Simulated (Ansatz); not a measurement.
We consider YSiNO2 (model structure, P4/mmm, No. 123, 5 atoms in the cell), described by PBEsol (Ansatz, an electronic-structure program, PAW).

Settings: plane-wave cutoff 520 eV, 10×10×10 k mesh, Fermi–Dirac smearing 0.01 eV, scalar-relativistic PAW data made under PBE.

Cell (relaxed with PBEsol):

```cif
data_NO2SiY
_chemical_formula_sum 'Y1 Si1 N1 O2'
_space_group_name_H-M_alt 'P4/mmm'
_space_group_IT_number 123
_space_group_name_Hall '-P 4 2'
_cell_length_a 3.57492
_cell_length_b 3.57492
_cell_length_c 3.68497
_cell_angle_alpha 90.000
_cell_angle_beta 90.000
_cell_angle_gamma 90.000
loop_
_atom_site_label
_atom_site_type_symbol
_atom_site_symmetry_multiplicity
_atom_site_Wyckoff_symbol
_atom_site_fract_x
_atom_site_fract_y
_atom_site_fract_z
_atom_site_occupancy
Y1 Y 1 b 0.00000 0.00000 0.50000 1
Si1 Si 1 c 0.50000 0.50000 0.00000 1
N1 N 1 d 0.50000 0.50000 0.50000 1
O1 O 2 f 0.00000 0.50000 0.00000 1
```

Question: Estimate the band gap and smallest direct gap on the k points sampled that the calculation returns.

Answer: 
- band gap: 1.51 eV
- smallest direct gap on the k points sampled: 2.06 eV

Note: the relaxation could raise the start's symmetry but not lower it, so the cell can be a saddle point.

Spin–orbit coupling is not included.

Computed values are for the static lattice.

Cost on a shared machine: very roughly 18 core-seconds.

A model structure was made by putting elements into a prototype or built by hand; it is no filed structure, need not be a known phase, and can be a saddle point held by its symmetry.
